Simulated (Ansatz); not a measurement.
# Nb2N (space group P-31m, No. 162; a cell from a computed database, its experimental status unchecked)

```cif
data_N3Nb6
_chemical_formula_sum 'Nb6 N3'
_space_group_name_H-M_alt 'P 1'
_space_group_IT_number 1
_cell_length_a 5.26697
_cell_length_b 5.26697
_cell_length_c 4.94374
_cell_angle_alpha 90.000
_cell_angle_beta 90.000
_cell_angle_gamma 120.000
loop_
_space_group_symop_operation_xyz
  'x, y, z'
loop_
_atom_site_label
_atom_site_type_symbol
_atom_site_fract_x
_atom_site_fract_y
_atom_site_fract_z
_atom_site_occupancy
Nb1 Nb 0.00000 0.33349 0.75109 1
Nb2 Nb 0.00000 0.66651 0.24891 1
Nb3 Nb 0.66651 0.66651 0.75109 1
Nb4 Nb 0.33349 0.33349 0.24891 1
Nb5 Nb 0.33349 0.00000 0.75109 1
Nb6 Nb 0.66651 0.00000 0.24891 1
N1 N 0.66667 0.33333 0.50000 1
N2 N 0.33333 0.66667 0.50000 1
N3 N 0.00000 0.00000 0.00000 1
```

All numbers come from plane-wave PAW DFT at the PBEsol level (Ansatz, an electronic-structure program, 420 eV), no SOC. k-mesh 10×10×10 (Γ-centred); smearing 0.05 eV (Fermi–Dirac).

The volume per atom comes out as 13.20 Å³ and the density is 8.38 g/cm³. The band gap comes out as zero and the total energy comes out as -3124.196 eV/atom (σ→0; compares only within this code and set-up).

Whether these cells are dynamically stable was not tested. The final runs are not spin-polarised. An odd electron count without spin: Nb2N.
